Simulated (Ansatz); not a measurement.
An Ansatz (a program for electronic structure) run: Mg3Sb2 with a change (Mg → Ta); r2SCAN (Ansatz), no spin-orbit coupling.

Input:

Ansatz 0.2 input:
```yaml
crystal:
  lattice:
    - [4.1686532172, 0, 0]
    - [-2.0843266086, 3.6101595856, 0]
    - [0, 0, 7.3968023555]
  atoms:
    - { symbol: Sb, position: [0.3333333333, 0.6666666667, 0.2079159035] }
    - { symbol: Sb, position: [0.6666666667, 0.3333333333, 0.7920840965] }
    - { symbol: Ta, position: [0, 0, 0] }
    - { symbol: Ta, position: [0.3333333333, 0.6666666667, 0.5966571223] }
    - { symbol: Ta, position: [0.6666666667, 0.3333333333, 0.4033428777] }
basis: { ecutwfc: 500, ecutrho_ratio: 4, xc_grid: 4, fft_grid_basis: typed }
kpoints: { mp_grid: { grid: [13, 13, 7] } }
hamiltonian:
  xc: r2scan
  dispersion: none
  pseudopotentials: { kind: paw }
scf: { occupations: { method: fermi_dirac, width: 0.05 }, convergence: { dr2_threshold: 0.0000000005 } }
output: { forces: true, stress: true }
checkpoint: { write: state.ck, write_every: 1000 }
```

Output (explanatory and most iteration lines left out):

```
Pseudopotential: Sb, paw, valence charge 15
Pseudopotential: Ta, paw, valence charge 13
Crystal: 5 atoms, lattice volume = 111.318 Å³
Basis set: ecut = 500 eV, 2901 PW (Γ), exchange–correlation on 128×128×216 points (64 copies of the dense FFT grid, shifted against one another)
Bands: 40, of which v1, the nominal top of the filled ones, is band 35 counted from 1 (34 counted from 0)
Symmetry: 12 space group operations
Space group: P-3m1 (ITA 164), of the structure as read, at distance tolerance 4.8e-5 Å
k-points: 126 of 1183
Functional: x = r2scan, c = r2scan; τ floored in thin density (d = 2e-4 eV/Å³)
SCF iter   1: F=—  HF=-42828.484124 eV  |F-HF|=—  |Δ(HF+E_count)|=         —  Δρ=1.17e-2  dr2=6.83e-1  dr2_τ=7.63e-2  ethr=1.77e-3  ⟨swp⟩=6.4  Hψ=21402  notcnv=0
SCF iter   2: F=—  HF=-42828.537306 eV  |F-HF|=—  |Δ(HF+E_count)|=   5.32e-2  Δρ=5.85e-3  dr2=5.78e-2  dr2_τ=1.04e-2  ethr=9.90e-4  ⟨swp⟩=2.5  Hψ=6694  notcnv=0
SCF 1 converged in 11 iterations: F = -42828.543328 eV  dr2 = 9.06e-11
SCF converged after 11 iterations
Free energy (F): -42828.543328 eV
Internal energy: -42828.510345 eV  (E = F + TS)
E sigma→0 (E₀):  -42828.526837 eV
Entropy (-TS):   -0.032983 eV (-6.597 meV/atom)
Fermi energy:    15.130475 eV
--- Forces (eV/Å), atoms counted from 1 ---
  atom   1  Sb     0.00000000     0.00000000     0.00048867
  atom   2  Sb    -0.00000000    -0.00000000    -0.00048867
  atom   3  Ta     0.00000000     0.00000000     0.00000000
  atom   4  Ta    -0.00000000     0.00000000     0.00003798
  atom   5  Ta     0.00000000    -0.00000000    -0.00003798
--- Stress (GPa, compression-positive) ---
        0.002587      -0.000000      -0.000000
        0.000000       0.002587       0.000000
       -0.000000       0.000000       0.004222
  P = ⅓ Tr σ = 0.0031 GPa (0.031 kbar)
```

Whether these cells are dynamically stable was not tested. The final runs are not spin-polarised. An odd electron count without spin: Ta3Sb2. The cell was made from Mg3Sb2 by this change: Mg → Ta; the result is a hypothetical phase, not in the database extracts checked.
